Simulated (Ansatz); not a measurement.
Start from Pt in the fcc (Cu type) structure (space group Fm-3m, No. 225; relaxed with 0.1 eV smearing).

```
CELL_PARAMETERS angstrom
      0.00000     1.97088     1.97088
      1.97088     0.00000     1.97088
      1.97088     1.97088     0.00000
ATOMIC_POSITIONS crystal
  Pt 0.00000 0.00000 0.00000
```

Cartesian axes are those of the cell as printed.

All numbers come from r2SCAN (Ansatz, a first-principles code), no SOC.

For the base:

- Shortest interatomic distance: 2.787 Å

It is then changed as follows: uniaxial stress, 1 GPa tension along x, with the cell and atoms free to relax against it.

Problem. Estimate the effect on the strain response, energy relative to the base and shortest interatomic distance.

Solution. The strain response (xx, yy, zz) is (+0.73, −0.30, −0.30) %; the energy rises by 0.3 meV/atom; the shortest interatomic distance decreases by 0.008 Å, from 2.787 Å to 2.779 Å.

Stability under load was not tested beyond the relaxation. The final runs are not spin-polarised.
